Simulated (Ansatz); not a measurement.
Start from MgI₂ in the CdI2 type structure (space group P-3m1, No. 164; a = 4.1244 Å, c = 6.8311 Å; layered, stacked along the Cartesian z axis). Axes: x lies along a and z along c of the hexagonal cell.

Level of theory: PBE-D3(BJ)/PAW in Ansatz (an electronic-structure program), without spin-orbit coupling.

Before the change:

- Width of the top valence band = 1.30 eV
- Smallest direct gap = 3.76 eV
- Gap character = indirect, Γ → L–M (40 % along)
- Shortest interatomic distance = 2.913 Å

It is then changed as follows: uniaxial strain ε_zz = −3.00 %, all other strain components held at zero; the atoms relax in the strained cell.

Task: What happens to the width of the top valence band, smallest direct gap, gap character and shortest interatomic distance?

Result: The width of the top valence band goes up by 0.263 eV (1.30 eV → 1.57 eV); the smallest direct gap shrinks by 0.129 eV, from 3.76 eV to 3.64 eV; the gap character stays indirect, Γ → L–M (40 % along); the shortest interatomic distance drops by 0.0084 Å to 2.904 Å.

With I present, leaving out spin-orbit coupling can change the band edges. Whether these cells are dynamically stable was not tested.
